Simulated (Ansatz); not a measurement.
The starting structures come from a database of crystals and need not be the phases stable at ambient conditions.

By PBEsol, the system below comes out a metal.

Without scattering a metal conducts by its projected Fermi surface.

Data:

```xyz
7
Lattice="2.7811 0.0000 0.0000 0.1609 4.6692 0.0000 -0.7594 -1.8978 10.0332" Properties=species:S:1:pos:R:3 pbc="T T T"
Nb     0.6724     2.5683     5.7315
Nb     1.5103     0.2032     4.3017
Nb    -0.3166     0.2779     7.1597
Nb     2.4994     2.4935     2.8735
Nb     1.6583     2.6810     8.5951
Nb     0.5244     0.0905     1.4381
Nb     1.4710     2.3346     0.0000
```

Space group of this cell: P-1. The cell is strained (lengths along the current scaled by 1.03, ions clamped); by PBEsol its mean pressure is -9.5 GPa.

The current flows along the normal of the first two printed cell vectors. No spin-orbit coupling; the value is a mean over 0.1 eV about the Fermi level.

Estimate the ballistic conductance per area that Ansatz (an electronic-structure program) with PBEsol returns for this system.

1.6 × 10¹⁵ S/m² for both spins.
